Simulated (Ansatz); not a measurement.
monolayer HfS2 under biaxial strain: hole conductivity mass by PBE, rigid bands (plane waves, PAW, scalar-relativistic; Ansatz, a quantum-chemistry and plane-wave program). The unloaded cell, whose axes the loads refer to:

```xyz
3
Lattice="3.6522 0.0000 0.0000 -1.8261 3.1629 0.0000 0.0000 0.0000 18.9379" Properties=species:S:1:pos:R:3 pbc="T T T"
Hf     0.0000     0.0000     9.4690
S      0.0000     2.1086    10.9154
S      1.8261     1.0543     8.0225
```

| biaxial strain (%) | hole conductivity mass (mₑ) |
|---|---|
| -3 | 0.313 |
| -2 | 0.320 |
| 0 | ? |
| 1 | 0.342 |
| 2 | 0.350 |

**Question.** Fit a straight line to ln(hole conductivity mass) against the load over the rows given, and predict the row at 0 %.

**Answer.** The means are x̄ = -0.500 % and ȳ = -1.1059; Σ(x − x̄)(y − ȳ) = 0.3791 and Σ(x − x̄)² = 17.00, so the slope is 2.23 % per % of strain, and the rows given lie within 0.045 % of the line. At 0 % the line gives 0.335 mₑ; the calculation gives 0.335 mₑ, 0.12 % from it.

Masses are for dilute carriers at 300 K, harmonic means over directions unless an axis is named. Spin-orbit coupling is left out. The structure type is held at every load. Geometry: cell and atoms relaxed with PBE.

Model free-standing layer, not matched to a measured one here: monolayer HfS2. The missing spin-orbit coupling matters most for monolayer HfS2.
